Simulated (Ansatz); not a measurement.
Cost and result by functional for the adsorption energy of H2O on the (000-1) surface of 4H silicon carbide (H on every top atom; a constructed slab, bottom: 1 H on 1 bottom sites), one in a cell of 33 Å², started at the site 'hollow H-H-H over Si at depth 4.2 Å', in Ansatz (plane waves, PAW). Single points on the PBE structure, on one kind of machine; costs are rough ratios of the slab run's core time (references not counted) to the cheapest single point. r2SCAN's cost holds its higher cutoff (500 against 420 eV). Differences are taken against HSE06 for comparison alone: no measured value is at hand, so the table doesn't rank accuracy. HSE06 ran on a coarser k-mesh, which lowers its cost and may carry part of its shift.

Host crystal: 4H silicon carbide, with a band gap (PBE, scalar-relativistic without spin-orbit coupling).

Slab: 43 atoms, 10.8 Å thick at the start with caps and adatoms under the adsorbate (thin: gaps and levels are the slab's own); k 4x4x1, smearing 0.01 eV, dipole-corrected; 20 atoms held, the rest relaxed; no symmetry held; no spin, no spin-orbit, no U, no dispersion correction. At the end no host atom lies within bonding distance. In PBE it is, or lies within 0.03 eV of, the lowest of the starts that converged. These notes are the PBE run's. Adsorption energies are against H2O(g). A negative adsorption energy means that the adsorbate is more stable on the surface than in its reference.

```
functional                     relative cost  adsorption energy (eV)  less HSE06 (eV)
-----------------------------  -------------  ----------------------  ---------------
RPBE                                       1                   -0.01             0.04
r2SCAN                                     2                   -0.09            -0.03
HSE06                                     20                   -0.05             0.00
PBE (the relaxed run's value)              –                   -0.06            -0.01
```

The values span 0.07 eV, while the single points' costs differ by a factor of roughly 20. Differences are of unrounded values.

Ansatz is a program for electronic structure.
